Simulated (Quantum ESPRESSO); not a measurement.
## Equation of state of zinc-blende BP (space group 216): energy against volume (Quantum ESPRESSO, LDA)

```
BP
1.0
    0.00000     2.18171     2.18171
    2.18171     0.00000     2.18171
    2.18171     2.18171     0.00000
B P
1 1
Direct
  0.00000   0.00000   0.00000
  0.75000   0.75000   0.75000
```

Computed with LDA (PZ), GBRV 1.5 ultrasoft (LDA) pseudopotentials (plane waves; Quantum ESPRESSO). Settings: ecutwfc = 52 Ry; ecutrho = 260 Ry; occupations = smearing; smearing = fd; degauss = 0.000734986 Ry; potentials = {B: b_lda_v1.4.uspp.F.UPF, P: p_lda_v1.5.uspp.F.UPF}; K_POINTS = automatic 13 13 13 0 0 0; conv_thr = 1e-10 Ry; mixing_beta = 0.5. The cell above is the first row's. The rows scale it uniformly. In all rows fractional positions and the k mesh are held. E is the free energy at the stated smearing, counted from the lowest row.

```
V (Å^3/atom)  E (meV/atom)
------------  ------------
10.385               50.47
10.610               28.42
10.836               13.05
11.062                3.75
11.288                0.00
11.513                1.25
11.739                7.09
11.965               17.09
12.191                   ?
```

Problem. Using the third-order Birch-Murnaghan form, a cubic in V^(-2/3), estimate the missing E at V = 12.191 from the other rows, showing the fit.

Solution. With u = V^(-2/3) - 0.200, the rows have u = 0.010085, 0.007105, 0.004215, 0.001424, -0.001274, -0.003871, -0.006397, -0.008842. Least squares gives E = 1.122 + 1337.52·u + 354060·u² - 156296·u³. Residuals (row less fit): 0.009, -0.022, 0.012, 0.006, 0.007, -0.009, -0.006, 0.006; standard error 0.015 (degrees of freedom: 4). Its minimum lies at u = -0.001886, so V0 = (0.198114)^(-3/2) = 11.34. There d²E/du² = 709900 and d³E/du³ = -937800, so B0 = (4/9) × 11.34^(-7/3) × 709900 × 0.160218 = 175 GPa (the last factor turns the table's units into GPa), and B0' = 4 + (2/3) × 0.198114 × (-937800)/709900 = 3.8. The program's pressures in the fitted runs (not shown) pass through zero at V = 11.34, 0.03 % from this V0. At the withheld row, u = -0.011212, so E = 1.122 + 1337.52 × (-0.011212) + 354060 × (-0.011212)² - 156296 × (-0.011212)³ = 30.855 meV/atom. The calculation gives 30.86 meV/atom, 0.005 meV/atom above the prediction (under 0.05 % of the range of E in the table). The row lies outside the fitted rows, so this is an extrapolation. From the scatter of the fitted rows alone, a prediction at this place has a standard error of 0.037 meV/atom, so the miss is 0.1 times that.

Carrying the step between the two nearest rows on in a straight line would have given 27.09, off by 3.77; series whose last step already gives the withheld value aren't shown. The scan was laid around a cell of about the measured size, scaled by a guess for this functional. The runs keep the symmetry of the cell, so they don't test it for distortions. Cutoffs and mesh are single choices, not tested for convergence of this quantity. Series with a scatter that would blur these digits, or in which a gap closes, are not shown. Nor are scans whose minimum lies at an end fitted in this form.
